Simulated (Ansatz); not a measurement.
Functionals compared on a constructed model of the (0001) surface of hcp Co, ferromagnetic, a pseudomorphic layer of V in the host's stacking (bottom of the slab: a bare face, its two planes held), in Ansatz (plane waves, PAW). The structure was relaxed with PBE; the other rows are single points on it. Cutoff 420 eV.

Set-up: 7 atoms, 12.6 Å thick at the start with caps and adatoms (thin: gaps and levels are the slab's own); mesh 17x17x1; 0.1 eV smearing; dipole correction on; 2 atoms held, the rest relaxed; symmetry of the start imposed; spin-polarised, ending with about 9.4 μB a cell; orders that need a larger cell were not tried, no spin-orbit, no U. In PBE it is, or lies within 0.01 eV a 1x1 cell of, the lowest of the 2 structures of its composition computed so far; subsurface sites and larger cells were not tried. These notes are the PBE run's.

```csv
functional,work function of the top face (eV),magnetic moment of the cell (μB),rough cost of the single point
PBE,5.27,9.41,–
RPBE,___,9.50,around 110 core-seconds (rough)
```

Task: Complete the blanks.

Result: 
- RPBE, work function of the top face (eV): 5.12

Ansatz is an electronic-structure program.
